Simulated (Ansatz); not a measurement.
Input and output of a self-consistent single point for AgAu₃ (I4mm, 4 atoms in the cell) (Ansatz, an electronic-structure program).

Method: PBEsol, default PAW files made with PBE (plane waves; Ansatz).

```
AgAu3
1.0
   -2.04632     2.04632     4.14193
    2.04632    -2.04632     4.14193
    2.04632     2.04632    -4.14193
Ag Au
1 3
Cartesian
  0.00000   0.00000   0.05000
  0.00000   2.04632   2.07097
  2.04632   0.00000   2.07097
  0.00000   0.00000   4.14193
```

Reference input (self-consistent single point, DFT, PBEsol, plane waves, default PAW files made with PBE): basis.ecutwfc = 420 eV; kpoints.mp_grid.grid = 11 11 11; hamiltonian.xc = pbesol; hamiltonian.pseudopotentials = {kind: paw} (the program's default PAW files); scf.occupations.method = fermi_dirac; scf.occupations.width = 0.1 eV. This run's input differs from it in these lines:

Ansatz 0.2 input:
```diff
@@ -14,3 +14,3 @@
 kpoints:
-  mp_grid: { grid: [11, 11, 11] }
+  mp_grid: { grid: [5, 5, 5] }
 hamiltonian:
@@ -19,3 +19,3 @@
 scf:
-  occupations: { method: fermi_dirac, width: 0.1 }
+  occupations: { method: fermi_dirac, width: 0.3 }
 output:
```

The program printed (abridged):

```
SCF iter   1: F=—  HF=-46543.852318 eV  |F-HF|=—  |Δ(HF+E_count)|=         —  Δρ=8.25e-3  dr2=4.64e-2  ethr=1.77e-3  ⟨swp⟩=7.7  Hψ=3107  notcnv=0  defer=1
all-band conjugate gradients solve this SCF's bands
preconditioner: auto → Kerker (q_TF=auto, 2.770 Å⁻¹)
SCF iter   2: F=—  HF=-46543.842472 eV  |F-HF|=—  |Δ(HF+E_count)|=   9.85e-3  Δρ=2.89e-3  dr2=5.33e-3  ethr=6.10e-5  ⟨swp⟩=2.7  Hψ=1476  notcnv=0  defer=1
   [... lines left out ...]
SCF iter   4: F=—  HF=-46543.840931 eV  |F-HF|=—  |Δ(HF+E_count)|=   3.87e-5  Δρ=2.64e-4  dr2=2.77e-5  ethr=5.15e-7  ⟨swp⟩=2.4  Hψ=1406  notcnv=0  defer=1
SCF iter   5: F=—  HF=-46543.840914 eV  |F-HF|=—  |Δ(HF+E_count)|=   1.74e-5  Δρ=6.50e-5  dr2=2.15e-6  ethr=3.65e-8  ⟨swp⟩=2.9  Hψ=1730  notcnv=0  defer=1
SCF iter   6: F=—  HF=-46543.840914 eV  |F-HF|=—  |Δ(HF+E_count)|=   8.56e-8  Δρ=1.76e-5  dr2=3.04e-7  ethr=2.83e-9  ⟨swp⟩=2.1  Hψ=1500  notcnv=0  defer=1
SCF iter   7: F=-46543.840914 eV  HF=-46543.840914 eV  |F-HF|=1.37e-8  |Δ(HF+E_count)|=   4.13e-8  Δρ=6.55e-6  dr2=2.89e-8  ethr=1.32e-10  ⟨swp⟩=8.6  Hψ=3279  notcnv=0
SCF 1 converged in 7 iterations: F = -46543.840914 eV  dr2 = 2.89e-8
Free energy (F): -46543.840914 eV
Internal energy: -46543.483846 eV  (E = F + TS)
E sigma→0 (E₀):  -46543.662380 eV
Entropy (-TS):   -0.357067 eV (-89.267 meV/atom)
Fermi energy:    19.136401 eV
--- Forces (eV/Å), atoms counted from 1 ---
  atom   1  Ag     0.00000000     0.00000000    -0.25208766
  atom   2  Au    -0.00000000     0.00000000     0.15036103
  atom   3  Au     0.00000000     0.00000000     0.15036103
  atom   4  Au    -0.00000000     0.00000000    -0.04863672
--- Stress (GPa, compression-positive) ---
       -3.288291       0.000000       0.000000
        0.000000      -3.288291       0.000000
        0.000000      -0.000000      -3.904620
  P = ⅓ Tr σ = -3.4937 GPa (-34.937 kbar)
  The stress holds the Pulay correction. Without it, at fixed plane waves, as pw.x and ABINIT print it: P = -3.5381 GPa
```

The run converged in 7 iterations. Against the reference run the free energy falls by 33.7 meV/atom, the pressure goes from -3.80 to -3.49 GPa and the largest force hardly changes (0.253 to 0.252 eV/Å).

The starting cell comes from a database of computed structures (which also holds hypothetical and non-ambient phases and stackings), without a prior relaxation at this level. Its lattice was rescaled by up to half a per cent. One atom was moved a little off its site on purpose. With a pressure of about -3 GPa the cell is away from its equilibrium volume at this level. Ansatz's pressure includes its estimate of the finite-basis (Pulay) stress.
